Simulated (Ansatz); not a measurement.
Band structure of CrPd3 (Pm-3m, 4 atoms in the cell).

```yaml
crystal:
  lattice:
    - [3.89088, 0.00000, 0.00000]
    - [0.00000, 3.89088, 0.00000]
    - [0.00000, 0.00000, 3.89088]
  atoms:
    - { symbol: Cr, position: [0.00000, 0.00000, 0.00000], spin: 3.0 }
    - { symbol: Pd, position: [0.00000, 0.50000, 0.50000] }
    - { symbol: Pd, position: [0.50000, 0.00000, 0.50000] }
    - { symbol: Pd, position: [0.50000, 0.50000, 0.00000] }
```
(The spins are starting values, not results.)

Method: PBEsol, PAW files made with PBE (plane waves; Ansatz, a first-principles code).

Settings: kpoints.mp_grid.grid = 9 9 9; hamiltonian.xc = pbesol; hamiltonian.pseudopotentials = {kind: paw} (the program's default PAW files); magnetization.spin_polarized = true; scf.occupations.method = gaussian; scf.occupations.width = 0.272 eV; kpoints.band_path.npoints = 8.

The starting cell comes from a database of computed structures (which also holds hypothetical and non-ambient phases and stackings), without a prior relaxation at this level. With one magnetic atom in the cell only a parallel order is possible.

Levels in eV from the Fermi level, bands 32 to 39 of the first spin channel:
```tsv
point	32	33	34	35	36	37	38	39
Γ	0.13	0.16	0.16	0.58	0.58	0.58	2.76	2.76
X	-0.91	-0.91	-0.83	-0.72	-0.31	0.14	0.58	8.16
M	-1.48	-1.45	-0.92	-0.67	-0.67	1.99	1.99	2.04
R	0.18	0.18	0.25	0.25	0.25	0.32	0.32	0.32
```

Bands cross the Fermi level along this path, so the cell is metallic at this level.

The net moment of the cell came out as 2.75 μB.

Keys are those of Ansatz 0.2.
